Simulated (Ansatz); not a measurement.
Ge: biaxial strain +1.53 %, plane normal [001], relaxed out of plane

Consider Ge in the diamond structure (space group Fd-3m, No. 227; a = 5.675 Å). Axes: x, y, z lie along the cube axes.

The change: tensile biaxial strain of 1.53 % in the plane normal to [001], as in epitaxy on a mismatched substrate; the out-of-plane cell vector and the atoms relax.

Computed with DFT with r2SCAN, PAW potentials and a 500 eV plane-wave cutoff in Ansatz (an electronic-structure program), without spin-orbit coupling. Settings: 10×10×10 k-points, 0.05 eV Fermi–Dirac smearing.

```json
[
 {"quantity": "volume per atom", "base": "22.84 Å³", "changed": "23.30 Å³", "shift": "+0.46 Å³"},
 {"quantity": "space group", "base": "Fd-3m (No. 227)", "changed": "I4_1/amd (No. 141)", "shift": "–"},
 {"quantity": "shortest interatomic distance", "base": "2.457 Å", "changed": "2.474 Å", "shift": "+0.017 Å"},
 {"quantity": "energy relative to the base (free energy F)", "base": "0 meV/atom", "changed": "+4.4 meV/atom", "shift": "+4.4 meV/atom"},
 {"quantity": "band gap", "base": "0.36 eV", "changed": "zero", "shift": "–"},
 {"quantity": "out-of-plane strain (rough)", "base": "–", "changed": "-1.05 %", "shift": "–"}
]
```

Final structure (turned so that z lies along the plane normal):

```
CELL_PARAMETERS angstrom
      4.07392     0.00000     0.00000
      0.00000     4.07392     0.00000
      2.03696    -2.03696     2.80739
ATOMIC_POSITIONS crystal
  Ge 0.00000 0.00000 0.00000
  Ge 0.75000 0.75000 0.50000
```

Without a gap, meshes like the base's 10×10×10 leave anisotropic stresses uncertain by several tenths of a GPa, and small strain energies with them. Stability against distortions was not tested. Gaps under 0.05 eV, about the width of the smearing, are given as zero. A zero or small gap of Ge under biaxial strain +1.53 %, plane normal [001], relaxed out of plane can be the functional's error rather than a property of the material.
